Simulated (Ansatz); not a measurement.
A periodic model of amorphous Si$_{51}$N$_{54}$:

```xyz
105
Lattice="10.6849 0.0000 0.0000 0.0000 10.6849 0.0000 0.0000 0.0000 10.6849" Properties=species:S:1:pos:R:3 pbc="T T T"
Si     7.7795     5.2603     7.3806
Si     1.7421     9.1389     8.6907
Si     6.1947     6.7467     0.8982
Si     1.4623     5.2856     0.2571
Si     8.0836     8.2591    10.1436
Si     3.1362     0.6082     1.5996
Si     6.4990     3.1708     5.2570
Si     2.8765     0.5243     6.9363
Si     7.1979     0.1790     0.3078
Si     5.7462     6.3095     5.6358
Si     8.1863     1.8298     2.9800
Si     7.5894     4.8180     3.0800
Si     8.7695     2.3880    10.6191
Si     4.7204     5.4874     7.4571
Si    10.0864     4.2491     6.6589
Si     9.0841     5.5591    10.2770
Si     3.2966     3.2193    10.5286
Si    10.6581     3.3545     4.4869
Si    10.0084     4.2099     1.9852
Si    10.5672     7.3863     3.0634
Si     2.0870     8.6391     5.8023
Si     6.8294     7.1233     3.0711
Si     7.0806     9.7830     4.2869
Si     8.0589     2.5025     7.7651
Si    10.4443     6.7016     7.7659
Si     8.9687     8.9250     1.9330
Si     2.2612     4.1266     2.7739
Si     6.2048     4.4380     1.2621
Si    10.1088    10.4067    10.6309
Si     6.0177     0.3876     6.6885
Si     7.9498     8.1508     6.8213
Si     2.0446     6.8476     4.0187
Si     4.6750     3.1578     2.5865
Si     4.6282     0.7887     4.2415
Si     4.6129     1.2138     9.3507
Si     6.2359     3.9113     9.6579
Si     0.0953     1.4004     7.0393
Si     9.6076     5.4438     3.9179
Si     1.7399     1.3811     4.2441
Si     4.5028     9.3220    10.5350
Si    10.4896     8.5251     5.1095
Si     9.5906    10.6619     5.2432
Si     3.6446     7.1280     9.8120
Si     0.1035     1.1996     1.8835
Si     4.3785     8.5011     4.1340
Si     3.8302     4.2775     4.9330
Si     2.3324     8.1764     1.4903
Si     1.3600     1.2650     9.6387
Si     2.3095     4.8697     7.9818
Si     8.3863    10.4884     8.1991
Si     0.4808     7.7521    10.5601
N      4.7777     2.9097     9.6418
N      2.0810     4.1485     9.6908
N      7.4204     3.5800     6.6355
N      5.3635     9.9506     3.8844
N      0.8825    10.3063     9.6750
N      5.1494     7.6949    10.5486
N     10.6584     6.1297     0.0400
N      3.4724     4.3376     6.7229
N      7.2956     6.6155     6.3742
N      7.7924     6.6550     0.0744
N      0.7879     7.7233     8.7934
N      4.4648     0.6173     7.6955
N      2.9587     1.4167    10.4858
N      1.6637     3.0860     4.0559
N      1.9331     9.7724     7.1314
N      9.6642     0.0640     7.0538
N      9.6979     8.6576     0.0025
N      1.6565     1.5741     7.8711
N      3.4122     9.6635     1.1616
N      3.3649     3.6242     1.5118
N      0.0011     1.6453     0.1492
N      7.2327     0.9807     7.6939
N      7.0359     9.5307     6.0408
N      2.9035     5.3334     3.8614
N      9.8099     2.6962     7.6102
N      7.3412     3.1291     3.7458
N      9.7116     7.7639     6.5343
N      4.3561     1.4047     2.6164
N      9.0108     5.9232     8.5602
N      3.7369     8.6123     5.6723
N      1.6688     0.8556     2.5422
N      7.7521     1.5736     1.2554
N      3.0778     0.8193     5.1673
N      3.0061     8.0309     3.0947
N      6.1837     5.0946     8.3802
N      0.7457     5.2807     7.3388
N      5.7520     1.5406     5.3626
N      7.6846     3.0019     9.3677
N      9.9267    10.4228     1.7195
N      2.6310     6.6162     0.4606
N      1.0125     4.4148     1.6737
N      5.5511     0.0824    10.2893
N      7.8543     8.5506     3.3513
N      8.2423     0.4751     4.1056
N      3.3069     8.7895     9.3521
N      9.2554     4.0039     0.4111
N      8.6381     0.4446     9.8371
N      3.4895     6.0672     8.5071
N      5.5545     7.2521     4.2223
N      7.4605     9.2544     0.8073
N      5.5567     4.6307     5.0612
N      7.8819     8.8281     8.4816
N      9.8877     2.4707     2.7963
N      0.2446     1.2296     5.2156
```

Computed with PBE, scalar-relativistic without spin-orbit coupling (plane waves to 420 eV, PAW; Ansatz, a program for electronic structure). The usual formal charges leave 42 electrons over, so the level spacing at the Fermi energy parts defect or band states and needn't be the band gap.

It comes from a melt-quench run on a machine-learned potential (CHGNet), relaxed afterwards by DFT. N atoms were pushed apart under 1.9 Å during the dynamics, to hinder bonds among them. The hot cell started wider than the set density and was brought back towards it in steps. It is the lowest in DFT energy of 2 quenches. It is a model cell: composition and starting density were chosen by hand, and all elements were melted together. No dispersion term was used. Its density started from a set value of 3.09 and ended at 2.98 g/cm³. The simulated quench (nominally 120 K/ps over its main leg) is rapid and tends to freeze in more defects than a deposited or slowly cooled glass has. A cell of this size samples the disorder only roughly. The volume was free in the relaxation, at fixed shape. Stress components on the final sampling reach 3.1 GPa. On a 2×2×2 Γ-centred mesh force components of up to 0.15 eV/Å stay, since the relaxation ran on the zone centre alone.

Cut-offs for bonds: Si-Si 2.60 Å, Si-N 2.26 Å, N-N 1.70 Å. Two cations that share two anions don't count as bonded, nor two that share one unless they lie closer than Si-Si 2.38 Å.

Question: Give the coordination numbers, mean bond lengths and angles.

Answer: 
The mean coordination of Si by anions is 3.25 (3 with 0, 2 with 1, 7 with 2, 8 with 3, 29 with 4, 2 with 5); 38 close contacts or bonds to cations besides, the mean coordination of N is 3.07 (1 with 2, 48 with 3, 5 with 4) and the mean Si-N bond is 1.784 Å (spread 0.075 Å, 166 counted). The mean Si-Si bond comes out as 2.374 Å (spread 0.075 Å, 19 counted), the bond angle at Si is mean 108.7°, spread 16.2° and the bond angle at N comes out as mean 116.1°, spread 13.9°.

Question: Which atoms depart from the most common coordination of their element?

Answer: Si13 has 5 (N97 1.75 Å, N89 1.77 Å, N83 1.86 Å, N72 2.07 Å, N98 2.10 Å); Si15 has 3 (N87 1.83 Å, N76 1.84 Å, Si18 2.42 Å; Si1 at 2.62 Å just beyond); Si26 has 5 (N90 1.79 Å, N94 1.84 Å, N101 1.91 Å, N68 2.08 Å, Si20 2.49 Å); Si29 has 5 (N56 1.75 Å, N90 1.78 Å, N68 1.80 Å, N98 1.82 Å, N72 2.02 Å); Si33 has 3 (N71 1.76 Å, N79 1.78 Å, Si28 2.39 Å); Si46 has 3 (N75 1.77 Å, N102 1.77 Å, N59 1.83 Å); N64 has 4 (Si48 1.82 Å, Si17 1.83 Å, Si6 1.98 Å, Si35 2.02 Å); N68 has 4 (Si51 1.73 Å, Si5 1.75 Å, Si29 1.80 Å, Si26 2.08 Å); N72 has 4 (Si44 1.79 Å, Si48 1.85 Å, Si29 2.02 Å, Si13 2.07 Å); N81 has 2 (Si21 1.66 Å, Si45 1.67 Å); N98 has 4 (Si50 1.78 Å, Si29 1.82 Å, Si9 1.87 Å, Si13 2.10 Å); N104 has 4 (Si44 1.81 Å, Si11 1.83 Å, Si19 1.92 Å, Si18 2.06 Å).
